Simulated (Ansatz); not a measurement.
C: response to strain

Consider C in the diamond structure (space group Fd-3m, No. 227; a = 3.532 Å). Axes: x, y, z lie along the cube axes.

Strains are applied to the cell and any free atomic positions relax.

Computed with LDA in Ansatz (plane waves to 420 eV, PAW, scalar-relativistic without spin-orbit coupling).

Notes on the quantities. pressure: mean of the normal stresses, compression positive; energy relative to the base: free energy F.

```json
[
 {"case": "base", "pressure": "0.0 kbar", "band gap": "4.17 eV", "energy relative to the base": "0 meV/atom", "volume per atom": "5.51 Å³"},
 {"case": "tensor shear ε_xy = +0.86 %", "pressure": "(withheld)", "band gap": "(withheld)", "energy relative to the base": "(withheld)", "volume per atom": "5.51 Å³"},
 {"case": "tensor shear ε_xy = +0.57 %", "pressure": "0.5 kbar", "band gap": "4.13 eV", "energy relative to the base": "+1.4 meV/atom", "volume per atom": "5.51 Å³"},
 {"case": "tensor shear ε_xy = +1.14 %", "pressure": "2.4 kbar", "band gap": "4.06 eV", "energy relative to the base": "+5.3 meV/atom", "volume per atom": "5.51 Å³"},
 {"case": "tensor shear ε_xy = +2.00 %", "pressure": "7.6 kbar", "band gap": "3.86 eV", "energy relative to the base": "+16 meV/atom", "volume per atom": "5.50 Å³"},
 {"case": "tensor shear ε_xy = +1.71 %", "pressure": "5.5 kbar", "band gap": "3.95 eV", "energy relative to the base": "+12 meV/atom", "volume per atom": "5.50 Å³"},
 {"case": "tensor shear ε_xy = +1.43 %", "pressure": "3.8 kbar", "band gap": "4.01 eV", "energy relative to the base": "+8.4 meV/atom", "volume per atom": "5.51 Å³"},
 {"case": "tensor shear ε_xy = +0.29 %", "pressure": "0.1 kbar", "band gap": "4.16 eV", "energy relative to the base": "+0.4 meV/atom", "volume per atom": "5.51 Å³"}
]
```

Q: What belongs in the blanks?

A: 
- tensor shear ε_xy = +0.86 %, pressure: 1.3 kbar
- tensor shear ε_xy = +0.86 %, band gap: 4.10 eV
- tensor shear ε_xy = +0.86 %, energy relative to the base: +3.1 meV/atom

Whether these cells are dynamically stable was not tested.

Ansatz is a quantum-chemistry and plane-wave program.
